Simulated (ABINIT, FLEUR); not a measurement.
An ABINIT input for a self-consistent single point of CsRuF6 (R-3m, 8 atoms in the cell) (DFT, LDA (PW92), plane waves, PAW (JTH v2.0 LDA PAW)):

```
# CsRuF6, JTH v2.0 LDA PAW
pp_dirpath "./"
pseudos "Cs.LDA_PW-JTH.xml, Ru.LDA_PW-JTH.xml, F.LDA_PW-JTH.xml"
acell 3*1.0
rprim
         7.5103732606    4.3361160237    4.9737345936
        -7.5103732606    4.3361160237    4.9737345936
         0.0000000000   -8.6722320474    4.9737345936
natom 8
ntypat 3
znucl 55 44 9
typat 1 2 3 3 3 3 3 3
xcart
         0.0000000000    0.0000000000    7.4606018904
         0.0000000000    0.0000000000    0.0000000000
         0.0000000000   -5.8083574972    7.0431066086
         0.0000000000    5.8083574972    7.8780971721
         5.0301851469    2.9041787486    7.0431066086
        -5.0301851469   -2.9041787486    7.8780971721
        -5.0301851469    2.9041787486    7.0431066086
         5.0301851469   -2.9041787486    7.8780971721
ecut 24
pawecutdg 48
pawovlp -1
pawxcdev 0
nsppol 2
spinat
      0 0 0
      0 0 2
      0 0 0
      0 0 0
      0 0 0
      0 0 0
      0 0 0
      0 0 0
occopt 3
tsmear 0.05 eV
nband 45
kptopt 1
ngkpt 3 3 3
nshiftk 1
shiftk 0 0 0
nstep 100
toldfe 1.0e-09
prtwf 0
prtden 0
enunit 2
```

### Question
Write the same calculation as an input for FLEUR.

### Answer
One input that does it (others would too):

Input of the input generator:

```
CsRuF6 crystal
&input film=f /
7.5103732606 4.3361160237 4.9737345936
-7.5103732606 4.3361160237 4.9737345936
0.0000000000 -8.6722320474 4.9737345936
1.0
1.0 1.0 1.0

8
55 0.5000000000 0.5000000000 0.5000000000 : 0.00
44 -0.0000000000 -0.0000000000 -0.0000000000 : 2.00
9 0.2487650000 0.2487650000 0.9185300000 : 0.00
9 0.7512350000 0.7512350000 0.0814700000 : 0.00
9 0.9185300000 0.2487650000 0.2487650000 : 0.00
9 0.0814700000 0.7512350000 0.7512350000 : 0.00
9 0.2487650000 0.9185300000 0.2487650000 : 0.00
9 0.7512350000 0.0814700000 0.7512350000 : 0.00

&comp jspins=2 /
&exco xctyp='vwn' /
&kpt div1=3 div2=3 div3=3 /
&end /
```

```xml
<?xml version="1.0" encoding="UTF-8" standalone="no"?>
<fleurInput fleurInputVersion="0.39">
   <comment>
      CsRuF6 crystal                                                                                      
   </comment>
   <calculationSetup>
      <cutoffs Kmax="4.7" Gmax="16.4" GmaxXC="16.4" numbands="0"/>
      <scfLoop itmax="80" minDistance="0.00001" maxIterBroyd="25" imix="Anderson" alpha="0.05" precondParam="0.0" spinf="2.0"/>
      <coreElectrons ctail="T" frcor="F" kcrel="0" coretail_lmax="0"/>
      <xcFunctional name="vwn" relativisticCorrections="F"/>
      <magnetism jspins="2"/>
      <soc l_soc="F" theta="0.0" phi="0.0" spav="F"/>
      <expertModes spex="0" secvar="F"/>
      <geometryOptimization l_f="T" forcealpha="1.0" forcemix="BFGS" epsdisp="0.00001" epsforce="0.00001"/>
      <ldaU l_linMix="F" mixParam="0.05" spinf="1.0"/>
   </calculationSetup>
   <cell>
      <bzIntegration valenceElectrons="65.0" mode="hist" fermiSmearingEnergy="0.00183747">
         <kPointListSelection listName="default-1"/>
         <!-- k-points included here -->
         <xi:include xmlns:xi="http://www.w3.org/2001/XInclude" href="kpts.xml"> </xi:include>
      </bzIntegration>
      <!-- symmetry operations included here -->
      <xi:include xmlns:xi="http://www.w3.org/2001/XInclude" href="sym.xml"> </xi:include>
      <bulkLattice scale="1.0">
         <bravaisMatrix>
            <row-1>    7.5103732605999998     4.3361160236999998     4.9737345935999997</row-1>
            <row-2>   -7.5103732605999998     4.3361160236999998     4.9737345935999997</row-2>
            <row-3>    0.0000000000000000    -8.6722320473999996     4.9737345935999997</row-3>
         </bravaisMatrix>
      </bulkLattice>
   </cell>
   <atomSpecies>
      <species name="Cesium (Cs)" element="Cs" atomicNumber="55">
         <mtSphere radius="2.68" gridPoints="925" logIncrement="0.014"/>
         <atomicCutoffs lmax="10" lnonsphr="8"/>
         <electronConfig flipSpins="F">
            <coreConfig>(1s1/2) (2s1/2) (2p1/2) (2p3/2) (3s1/2) (3p1/2) (3p3/2) (4s1/2) (3d3/2) (3d5/2) (4p1/2) (4p3/2) (4d3/2) (4d5/2)</coreConfig>
            <valenceConfig>(5s1/2) (5p1/2) (5p3/2) (6s1/2)</valenceConfig>
            <stateOccupation state="(6s1/2)" spinUp="0.5" spinDown="0.5"/>
         </electronConfig>
         <energyParameters s="6" p="6" d="5" f="4"/>
         <lo type="SCLO" l="0" n="5" eDeriv="0"/>
         <lo type="SCLO" l="1" n="5" eDeriv="0"/>
      </species>
      <species name="Ruthenium 2.000" element="Ru" atomicNumber="44">
         <mtSphere radius="2.16" gridPoints="745" logIncrement="0.017"/>
         <atomicCutoffs lmax="8" lnonsphr="6"/>
         <electronConfig flipSpins="F">
            <coreConfig>(1s1/2) (2s1/2) (2p1/2) (2p3/2) (3s1/2) (3p1/2) (3p3/2) (4s1/2) (3d3/2) (3d5/2)</coreConfig>
            <valenceConfig>(4p1/2) (4p3/2) (5s1/2) (4d3/2) (4d5/2)</valenceConfig>
            <stateOccupation state="(5s1/2)" spinUp="0.5" spinDown="0.5"/>
            <stateOccupation state="(4d3/2)" spinUp="1.5" spinDown="1.3"/>
            <stateOccupation state="(4d5/2)" spinUp="3.0" spinDown="1.2"/>
         </electronConfig>
         <energyParameters s="5" p="5" d="4" f="4"/>
         <lo type="SCLO" l="1" n="4" eDeriv="0"/>
      </species>
      <species name="Fluorine (F)" element="F" atomicNumber="9">
         <mtSphere radius="1.21" gridPoints="421" logIncrement="0.025"/>
         <atomicCutoffs lmax="6" lnonsphr="4"/>
         <electronConfig flipSpins="F">
            <coreConfig>(1s1/2)</coreConfig>
            <valenceConfig>(2s1/2) (2p1/2) (2p3/2)</valenceConfig>
            <stateOccupation state="(2p1/2)" spinUp="0.8333333333" spinDown="0.8333333333"/>
            <stateOccupation state="(2p3/2)" spinUp="1.666666667" spinDown="1.666666667"/>
         </electronConfig>
         <energyParameters s="2" p="2" d="3" f="4"/>
      </species>
   </atomSpecies>
   <atomGroups>
      <atomGroup species="Cesium (Cs)">
         <relPos label="                   1">1.000/2.000 1.000/2.000 1.000/2.000</relPos>
         <force calculate="T" relaxXYZ="TTT"/>
      </atomGroup>
      <atomGroup species="Ruthenium 2.000">
         <relPos label="                   2">.0000000000 .0000000000 .0000000000</relPos>
         <force calculate="T" relaxXYZ="TTT"/>
      </atomGroup>
      <atomGroup species="Fluorine (F)">
         <relPos label="                   3">.2487650000 .2487650000 -.0814700000</relPos>
         <relPos label="                   4">-.2487650000 -.2487650000 .0814700000</relPos>
         <relPos label="                   5">-.0814700000 .2487650000 .2487650000</relPos>
         <relPos label="                   6">.0814700000 -.2487650000 -.2487650000</relPos>
         <relPos label="                   7">.2487650000 -.0814700000 .2487650000</relPos>
         <relPos label="                   8">-.2487650000 .0814700000 -.2487650000</relPos>
         <force calculate="T" relaxXYZ="TTT"/>
      </atomGroup>
   </atomGroups>
   <output dos="F" band="F" slice="F">
      <checks vchk="F" cdinf="F"/>
      <bandDOS minEnergy="-.5*Htr" maxEnergy="0.5*Htr" sigma="0.015" storeEVData="T"/>
      <vacuumDOS vacdos="F" integ="F" star="F" nstars="0" locx1="0.0" locy1="0.0" locx2="0.0" locy2="0.0" nstm="0" tworkf="0.0"/>
      <unfoldingBand unfoldBand="F" supercellX="1" supercellY="1" supercellZ="1"/>
      <plotting iplot="0" polar="F">
         <plot TwoD="T" vec1="  1.0  0.0  0.0" vec2="  0.0  1.0  0.0" vec3="  0.0  0.0  1.0" zero="  0.0  0.0  0.0" file="plot"/>
      </plotting>
      <chargeDensitySlicing numkpt="0" minEigenval="0.0" maxEigenval="0.0" nnne="0" pallst="F"/>
      <specialOutput eonly="F"/>
      <magneticCircularDichroism mcd="F" energyLo="-10.0" energyUp="0.0"/>
   </output>
  <!-- We include the file relax.xml here to enable relaxations (see documentation) -->
  <xi:include xmlns:xi="http://www.w3.org/2001/XInclude" href="relax.xml"> <xi:fallback/> </xi:include>
</fleurInput>
```

Basis settings and potentials, where a program has them, do not carry over. This input uses DFT, LDA (Vosko-Wilk-Nusair), all-electron FLAPW (FLEUR), scalar-relativistic valence. LDA parametrisations can differ slightly between programs.

The starting cell comes from a database of computed structures (which also holds hypothetical and non-ambient phases and stackings), without a prior relaxation at this level. Its lattice was rescaled by a random factor within 2.5 % of one. For this run, on top of that: lattice scaled by 0.98.
